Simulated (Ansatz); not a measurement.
## BaCu2S2 (Pnma, No. 62)

These are r²SCAN+rVV10 (Ansatz, a quantum-chemistry and plane-wave program, plane waves, PAW) values and carry that method's errors.

Settings: plane-wave cutoff 560 eV, 4×8×4 k mesh (along the axes of the cell as run), Fermi–Dirac smearing 0.01 eV, no spin polarisation, scalar-relativistic PAW data made under PBE.

Cell: relaxed at this level.

For BaCu2S2 (Pnma, No. 62), the band gap comes out as 1.28 eV (on the SCF k mesh).

Note: the relaxation could not lower the start's symmetry, so the cell can be a saddle point above a distorted one.

Spin–orbit coupling is not included.

Static lattice: no zero-point or thermal effects.

Computing time: about 40 core-minutes (a rough figure).
